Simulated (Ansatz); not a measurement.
Take GaAs in the zinc blende structure (space group F-43m, No. 216; a = 5.6594 Å) as the base.

Level of theory: plane-wave PAW DFT at the PBEsol level (Ansatz, a quantum-chemistry and plane-wave program, 420 eV), spin-orbit coupling left out, earlier PAW set.

Base values:

The gap character is direct at Γ and the gap between the host's bands is 0.42 eV.

One thing is altered: hole doping at 3.0×10^21 cm⁻³ (0.136 per cell), with a uniform compensating background at fixed cell and a 300 K Fermi–Dirac width.

### Question
Estimate the effect on the Fermi level from band edge.

### Answer
The Fermi level relative to the doped band's edge (positive inside the band; to 0.05 eV) comes out as +0.55 eV.

### Question
Estimate the effect on the gap character.

### Answer
The gap character is still direct at Γ.

### Question
What happens to the gap between the host's bands?

### Answer
The gap between the host's bands increases by 0.023 eV (0.42 eV → 0.45 eV).

Carriers are added with a uniform compensating background; total energy and stress of such cells depend on the potential's zero and are not compared; many-body gap narrowing is missing at this level. Whether these cells are dynamically stable was not tested.
